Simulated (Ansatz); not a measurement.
The reference is MgSe in the rock salt structure (space group Fm-3m, No. 225).

```xyz
2
Lattice="0.0000 2.7248 2.7248 2.7248 0.0000 2.7248 2.7248 2.7248 0.0000" Properties=species:S:1:pos:R:3 pbc="T T T"
Mg     0.0000     0.0000     0.0000
Se     2.7248     2.7248     2.7248
```

Cartesian axes are those of the cell as printed.

Level of theory: Ansatz (a first-principles code), PBEsol, PAW, cutoff 420 eV, no SOC.

Now apply this change: every lattice vector is shortened by 0.50 %, atoms relaxed at fixed cell.

### Question
Predict the stress tensor and what it implies for the stiffness.

### Answer
Stress of the strained cell less that of the base (GPa, compression positive):
```
   1.00    0.00    0.00
   0.00    1.00    0.00
   0.00    0.00    1.00
```

Then B = −ΔP/(ΔV/V₀) with ΔV/V₀ = -0.0149 gives secant stiffness values (nonlinear terms included at this strain): B ≈ 67 GPa.

Stability against distortions was not tested.
